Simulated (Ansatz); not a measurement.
## MgS, pressure series

The reference is MgS in the rock salt structure (space group Fm-3m, No. 225).

```yaml
crystal:
  lattice:
    - [0.00000, 2.61486, 2.61486]
    - [2.61486, 0.00000, 2.61486]
    - [2.61486, 2.61486, 0.00000]
  atoms:
    - { symbol: Mg, position: [0.50000, 0.50000, 0.50000] }
    - { symbol: S, position: [0.00000, 0.00000, 0.00000] }
```

Cell and atoms are relaxed at each pressure.

Levels (all Ansatz, an electronic-structure program, PAW): PBE (420 eV, no spin-orbit coupling); PBEsol (420 eV, scalar-relativistic without spin-orbit coupling).

The base cell above is that of PBE; each level relaxes its own structures.

```json
[
 {"case": "pressure −2 GPa", "band gap, PBE": "2.70 eV", "band gap, PBEsol": "2.67 eV"},
 {"case": "pressure −1 GPa", "band gap, PBE": "2.73 eV", "band gap, PBEsol": "2.70 eV"},
 {"case": "pressure 0.3 GPa", "band gap, PBE": "2.77 eV", "band gap, PBEsol": "2.73 eV"},
 {"case": "pressure 0.7 GPa", "band gap, PBE": "2.78 eV", "band gap, PBEsol": "2.74 eV"},
 {"case": "pressure 1.5 GPa", "band gap, PBE": "2.80 eV", "band gap, PBEsol": "2.76 eV"},
 {"case": "pressure 3 GPa", "band gap, PBE": "2.84 eV", "band gap, PBEsol": "2.80 eV"},
 {"case": "pressure 5 GPa", "band gap, PBE": "2.88 eV", "band gap, PBEsol": "2.84 eV"},
 {"case": "pressure 7.5 GPa", "band gap, PBE": "2.94 eV", "band gap, PBEsol": "2.88 eV"},
 {"case": "pressure 10 GPa", "band gap, PBE": "2.98 eV", "band gap, PBEsol": "2.92 eV"}
]
```

PBE lies above PBEsol in every row, by 0.02 eV to 0.06 eV. They put the cases in the same order.

Load acts through the strain it causes; cell and atoms are relaxed under it. No phonon test of stability was made. Competing high-pressure phases were not computed. The base started in P3_121 and relaxed to Fm-3m at this level.
